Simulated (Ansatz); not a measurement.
The starting structures come from a database of crystals and need not be the phases stable at ambient conditions.

Data:

```yaml
crystal:
  lattice:
    - [3.27686, 0.00000, 0.00000]
    - [-1.63843, 2.83784, 0.00000]
    - [0.00000, 0.00000, 25.47109]
  atoms:
    - { symbol: Mo, position: [0.66667, 0.33333, 0.87508] }
    - { symbol: Mo, position: [0.33333, 0.66667, 0.12492] }
    - { symbol: Mo, position: [0.66667, 0.33333, 0.37487] }
    - { symbol: Mo, position: [0.33333, 0.66667, 0.62513] }
    - { symbol: Se, position: [0.33333, 0.66667, 0.94080] }
    - { symbol: Se, position: [0.66667, 0.33333, 0.05920] }
    - { symbol: Se, position: [0.33333, 0.66667, 0.44060] }
    - { symbol: Se, position: [0.66667, 0.33333, 0.55940] }
    - { symbol: Se, position: [0.66667, 0.33333, 0.69086] }
    - { symbol: Se, position: [0.33333, 0.66667, 0.30914] }
    - { symbol: Se, position: [0.66667, 0.33333, 0.19065] }
    - { symbol: Se, position: [0.33333, 0.66667, 0.80935] }
```

Space group of this cell: P-3m1. The cell was relaxed by PBE-D3(BJ); by PBEsol its mean pressure is -1.0 GPa.

Transport runs along the normal of the first two printed cell vectors, the (001) plane of the conventional cell.

The gap is the functional's own, uncorrected, and κ follows it; spin-orbit coupling is left out. Mid-gap values are interpolated between the computed energies.

Problem. Compute, with PBEsol (Ansatz, a quantum-chemistry and plane-wave program), the band gap and the smallest decay constant κ at mid-gap.

Solution. Gap 0.74 eV on a 12×12×2 mesh; κ = 0.182 1/Å, at (0.167, 0.167) of the in-plane reciprocal vectors. At the zone centre, at the nearest computed energy, the slowest state has κ = 0.49 1/Å.
